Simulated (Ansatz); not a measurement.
# The (111) surface of tetragonal WSi2 in its 1x1 cell (cut with top plane Si, bottom plane Si), outermost plane spacing 0.36 Å in the ideal cut

Method: PBE (plane waves to 420 eV, PAW; Ansatz, a quantum-chemistry and plane-wave program).

Set-up: 30 atoms, Si20W10, 10.6 Å thick at the start; mesh 9x5x1; 0.1 eV smearing; dipole correction on; all atoms relaxed; held to the part of the start's symmetry that mesh and held atoms allow; no spin, no spin-orbit, no U.

```
Property                                              Value
-----------------------------  ----------------------------
work function of the top face                       4.58 eV
energy released by relaxation                       1.30 eV
cost                           very roughly 40 core-minutes
```
